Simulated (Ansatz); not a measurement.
The reference is TiAl$_{3}$ (space group I4/mmm, No. 139; a = 3.8259 Å, c = 8.5532 Å; relaxed with 0.1 eV smearing). Axes: x, y, z lie along a, b, c of the conventional cell.

Calculations: plane-wave PAW DFT at the r2SCAN level (Ansatz, an electronic-structure program, 500 eV), scalar-relativistic without spin-orbit coupling, earlier PAW set.

Before the change:

| Property | Result |
|---|---|
| Shortest interatomic distance | 2.705 Å |

One thing is altered: the cell is stretched by 2.48 % along x with no lateral relaxation; the atoms relax in the strained cell.

**Question.** How does this affect the energy relative to the base, shortest interatomic distance and stress?

**Answer.** The energy rises by 6.1 meV/atom; the shortest interatomic distance increases by 0.034 Å (2.705 Å → 2.739 Å); the stress (xx, yy, zz, yz, xz, xy; compression positive) amounts to (-5.0, -2.0, -1.1, 0.0, 0.0, 0.0) GPa.

Whether these cells are dynamically stable was not tested. All final runs are without spin polarisation.
